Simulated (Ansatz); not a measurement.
The starting structures come from a database of crystals and need not be the phases stable at ambient conditions.

 Where the default PAW files enter, the runs use the earlier of Ansatz's two default sets.

The decay constant κ of evanescent states in the gap governs leakage through a thin film.

Input:

```
Li2TiGeO5
1.0
    4.55250     0.00000     0.00000
    0.00000     6.65930     0.00000
    0.00000     0.00000     6.65930
Li Ti Ge O
4 2 2 10
Direct
  0.50000   0.25000   0.75000
  0.50000   0.25000   0.25000
  0.50000   0.75000   0.25000
  0.50000   0.75000   0.75000
  0.89564   0.50000   0.00000
  0.10436   0.00000   0.50000
  0.00000   0.50000   0.50000
  0.00000   0.00000   0.00000
  0.23150   0.71357   0.50000
  0.23150   0.00000   0.78643
  0.23150   0.28643   0.50000
  0.23150   0.00000   0.21357
  0.76850   0.78643   0.00000
  0.76850   0.50000   0.28643
  0.76850   0.21357   0.00000
  0.76850   0.50000   0.71357
  0.72739   0.00000   0.50000
  0.27261   0.50000   0.00000
```

Space group of this cell: P4/nmm. The cell is taken as given; by r2SCAN its mean pressure is -5.6 GPa.

Transport runs along the normal of the first two printed cell vectors, the (100) plane of the conventional cell.

The gap is the functional's own. No spin-orbit coupling. Mid-gap values are interpolated on the energy grid.

Problem. Give the band gap and the smallest decay constant κ at mid-gap that r2SCAN in Ansatz (a first-principles code) yields.

Solution. Gap 3.98 eV on a 8×6×6 mesh; κ = 0.464 1/Å, at (0.250, 0.000) of the in-plane reciprocal vectors. At the zone centre, at the nearest computed energy, the slowest state has κ = 0.48 1/Å.
